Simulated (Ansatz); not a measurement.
## A series of runs on Bi2Pt3S2 (I2_13, 14 atoms in the cell)

```xyz
14
Lattice="-4.2055 4.2055 4.2055 4.2055 -4.2055 4.2055 4.2055 4.2055 -4.2055" Properties=species:S:1:pos:R:3 pbc="T T T"
Bi    -0.0572     4.1484     0.0572
Bi     0.0572     0.0572     0.0572
Bi     4.1484     0.0572    -0.0572
Bi     0.0572    -0.0572     4.1484
Pt     2.4115     0.0000     2.1028
Pt     1.7941     0.0000     6.3083
Pt     2.1028     2.4115     0.0000
Pt     6.3083     1.7941     0.0000
Pt     0.0000     2.1028     2.4115
Pt     0.0000     6.3083     1.7941
S     -1.8858     1.8858     6.0913
S      6.0913    -1.8858     1.8858
S      2.3198     2.3198     2.3198
S      1.8858     6.0913    -1.8858
```

Base run A: LDA (PW92), default PAW files made with PBE (Ansatz, an electronic-structure program), self-consistent single point.

Its settings: basis.ecutwfc = 420 eV; kpoints.mp_grid.grid = 3 3 3; hamiltonian.xc = lda; hamiltonian.pseudopotentials = {kind: paw} (the program's default PAW files); scf.occupations.method = methfessel_paxton; scf.occupations.width = 0.1 eV.

The starting cell comes from a database of published, mostly measured structures (it also holds non-ambient and calculated ones), without a prior relaxation at this level. Spin polarisation is off. In the base run, with a pressure of about -3 GPa the cell is away from its equilibrium volume at this level. Ansatz's pressure includes its estimate of the finite-basis (Pulay) stress.

ΔF is the free energy per atom less that of run A. 

Run A gave: pressure (GPa) -3.14; largest force (eV/Å) 0.504; TS (meV/atom) 0.5.

Runs:
- B: scf.occupations.width = 0.002 eV
- C: scf.occupations.width = 0.01 eV
- D: scf.occupations.width = 0.025 eV
- E: scf.occupations.width = 0.05 eV
- F: scf.occupations.width = 0.15 eV
- G: scf.occupations.width = 0.2 eV
- H: scf.occupations.width = 0.3 eV
- I: scf.occupations.width = 0.5 eV
- J: scf.occupations.width = 0.8 eV

Problem. What does run J change against A?

Solution. The free energy goes up by 7.2 meV/atom, the pressure goes from -3.14 to -3.32 GPa and the largest force goes from 0.504 to 0.537 eV/Å.

| run | ΔF (meV/atom) | pressure (GPa) | largest force (eV/Å) | TS (meV/atom) |
|---|---|---|---|---|
| A | 0.00 | -3.14 | 0.504 | 0.5 |
| B | 0.34 | -3.13 | 0.498 | 0.0 |
| C | 0.30 | -3.13 | 0.498 | 0.1 |
| D | 0.21 | -3.13 | 0.497 | 0.1 |
| E | 0.12 | -3.13 | 0.495 | 0.1 |
| F | -0.29 | -3.14 | 0.508 | 1.0 |
| G | -0.59 | -3.15 | 0.509 | 1.0 |
| H | -0.76 | -3.16 | 0.512 | -0.3 |
| I | 0.38 | -3.20 | 0.526 | -5.7 |
| J | 7.2 | -3.32 | 0.537 | -28.0 |

Keys are those of Ansatz 0.2.
